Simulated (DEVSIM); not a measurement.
Device: illuminated Si p-on-n cell, one wavelength, at 300 K.

| layer (left to right) | material | thickness (μm) | Nd (cm⁻³) | Na (cm⁻³) | τn (s) | τp (s) | absorption coefficient (cm⁻¹) |
|---|---|---|---|---|---|---|---|
| 1 | Si | 0.150 | - | 2.2e18 | 2.2e-6 | 2.7e-6 | 26000 |
| 2 | Si | 130 | 4.9e15 | - | 6.4e-5 | 6.4e-5 | 26000 |

Left contact: ohmic, minority electron recombination velocity 9e5 cm/s. Right contact: ohmic, minority hole recombination velocity 2e5 cm/s. Voltage is applied to the left contact. Recombination: SRH at mid-gap, radiative, Auger. Light enters at the left, 1.1e18 photons cm⁻² s⁻¹, one pass, no reflection. Mobility is μmin + (μ − μmin)/(1 + (N/Nref)^α).

The device is made up for the run: typed textbook-type constants, with dimensions and the other settings drawn at random. Values at 300 K.

| parameter | Si |
|---|---|
| gap (eV) | 1.124 |
| affinity (eV) | 4.05 |
| permittivity | 11.7 |
| Nc (cm⁻³) | 2.86e19 |
| Nv (cm⁻³) | 3.1e19 |
| μn (cm²/Vs) | 1417 |
| μp (cm²/Vs) | 470 |
| μn,min | 52 |
| μp,min | 45 |
| Nref,n | 9.7e16 |
| Nref,p | 2.2e17 |
| αn | 0.68 |
| αp | 0.72 |
| B (cm³/s) | 4.7e-15 |
| Cn (cm⁶/s) | 2.8e-31 |
| Cp (cm⁶/s) | 9.9e-32 |

DEVSIM, 1D drift-diffusion, Boltzmann statistics, complete ionisation; no tunnelling, impact ionisation, image-force lowering or self-heating.

The photon flux was swept, all else fixed.

```tsv
photon flux (cm^-2 s^-1)	fill factor	open-circuit voltage (V)	short-circuit current (mA/cm²)	largest power (mW/cm²)
3.3e16	0.81	0.530	4.63	2.00
1.1e17	0.82	0.561	15.4	7.09
3.3e17	0.83	0.590	46.3	22.6
1.1e18	0.83	0.621	155	79.5
3.3e18	0.83	0.650	464	250
1.1e19	0.82	0.681	1550	865
3.3e19	0.79	0.709	4640	2610
```

From the first row to the last the fill factor goes from 0.81 to 0.79. From the first row to the last the open-circuit voltage goes from 0.530 to 0.709.
